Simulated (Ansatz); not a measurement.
System: SnBi2Te4 (R-3m, No. 166, 7 atoms in the cell; start mp-38605). Method: PBE in Ansatz (PAW).

Numerical settings: plane-wave cutoff 520 eV, 10×10×10 k mesh, Fermi–Dirac smearing 0.01 eV, scalar-relativistic PAW data made under PBE.

Cell (relaxed at this level):

```cif
data_Bi2SnTe4
_chemical_formula_sum 'Sn1 Bi2 Te4'
_space_group_name_H-M_alt 'P 1'
_space_group_IT_number 1
_cell_length_a 14.62692
_cell_length_b 14.62692
_cell_length_c 14.62692
_cell_angle_alpha 17.578
_cell_angle_beta 17.578
_cell_angle_gamma 17.578
loop_
_space_group_symop_operation_xyz
  'x, y, z'
loop_
_atom_site_label
_atom_site_type_symbol
_atom_site_fract_x
_atom_site_fract_y
_atom_site_fract_z
_atom_site_occupancy
Sn1 Sn 0.00000 0.00000 0.00000 1
Bi1 Bi 0.57551 0.57551 0.57551 1
Bi2 Bi 0.42449 0.42449 0.42449 1
Te1 Te 0.86948 0.86948 0.86948 1
Te2 Te 0.13052 0.13052 0.13052 1
Te3 Te 0.71008 0.71008 0.71008 1
Te4 Te 0.28992 0.28992 0.28992 1
```

Task: Give the computed band gap, direct gap at Γ and bulk modulus.

Result: 
band gap: 0.57 eV (on the SCF k mesh)
direct gap at Γ: 0.94 eV
bulk modulus: 13.5 GPa

Note: the relaxation could not lower the start's symmetry, so the cell can be a saddle point above a distorted one; the bulk modulus is −V dP/dV from two relaxed cells at ±2 % in volume.

Spin–orbit coupling is not included; with these elements it can move the gap by several tenths of an eV or more.

Static lattice: no zero-point or thermal effects.

Cost on a shared machine: about 7 core-minutes (a rough figure).

A start named mp-… is a Materials Project structure, which need not be a measured phase.

Ansatz is a first-principles code.
